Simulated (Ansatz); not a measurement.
TiSi2 (Fddd, No. 70)

Computed with r²SCAN (PAW; Ansatz, a first-principles code).

Settings: plane-wave cutoff 600 eV, 16×16×16 k mesh, Fermi–Dirac smearing 0.062 eV (set by the program), no spin polarisation, scalar-relativistic PAW data made under PBE.

Cell (relaxed at this level):

Space group Fddd, origin choice 1 (No. 70); a = 4.7794 Å, b = 8.2258 Å, c = 8.5229 Å, α = β = γ = 90.00°

```tsv
atom	site	symmetry	x	y	z
Ti	8a	222	0.0000	0.0000	0.0000
Si	16f	.2.	0.0000	0.3375	0.0000
```
(The calculation used a cell of 6 atoms; values per cell refer to that cell.)

- Voigt–Reuss–Hill bulk modulus: 149 GPa
- polycrystal shear modulus (Hill average): 124 GPa
- Young modulus: 291 GPa
- Poisson ratio: 0.174

Elastic constants are with the ions relaxed.

The computed numbers hold no vibrational or temperature effects.

Computing time: very roughly 4 core-hours.
